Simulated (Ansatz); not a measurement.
## CdS, thickness series

Take CdS in the zinc blende structure (space group F-43m, No. 216; a = 5.8791 Å) as the base. Axes: x, y, z lie along the cube axes.

Free-standing slabs (2 atom(s) a layer) normal to [110] with 15 Å of vacuum; in-plane cell held at bulk.

Level of theory: r2SCAN/PAW in Ansatz (an electronic-structure program), no spin-orbit coupling, earlier PAW set.

Notes on the quantities. excess energy per area of both faces: slab less bulk energy over the cell's area: twice a surface energy.

| variant | gap character | shortest interatomic distance | excess energy per area of both faces | band gap |
|---|---|---|---|---|
| base | – | 2.546 Å | – | 1.54 eV |
| 1 layer | indirect, U → Γ | 2.306 Å | – | 2.41 eV |
| 2 layers | direct at Γ | 2.461 Å | 0.79 J/m² | 2.47 eV |
| 3 layers | direct at Γ | 2.460 Å | 0.99 J/m² | 2.16 eV |
| 4 layers | direct at Γ | 2.468 Å | 0.91 J/m² | 2.09 eV |
| 5 layers | direct at Γ | 2.460 Å | 0.94 J/m² | 1.98 eV |
| 6 layers | direct at Γ | 2.463 Å | 0.92 J/m² | 1.92 eV |
| 7 layers | direct at Γ | 2.462 Å | 0.93 J/m² | 1.86 eV |

Slab and bulk use different k-meshes, which limits the precision of the excess energy. Whether these cells are dynamically stable was not tested. k-point labels follow each cell's own Brillouin zone.
